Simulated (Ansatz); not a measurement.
One hop of Al vacancy in wurtzite AlN, charge -3 (a nearby Al jumps into the vacancy, along (-0.97, 0.00, 0.00) of the unit cell), with all lengths of the cell changed by ±1 % against the relaxed PBE lattice. Computed with PBE, PAW (plane waves to 420 eV; Ansatz, a first-principles code). Climbing-image NEB, 72 sites, 2×2×2 shifted along c, static nuclei, no finite-size correction.

In the stretched cell the barrier is 2.42 eV, with neighbours at the saddle N at 1.78, 2 N at 2.22, 2 N at 2.29 Å.

Question: What is it in the compressed cell?

Answer: 2.14 eV, with neighbours at the saddle N at 1.76, 2 N at 2.15, 2 N at 2.20 Å. Stretching raises the barrier by about 0.14 eV for each 1 % of strain.
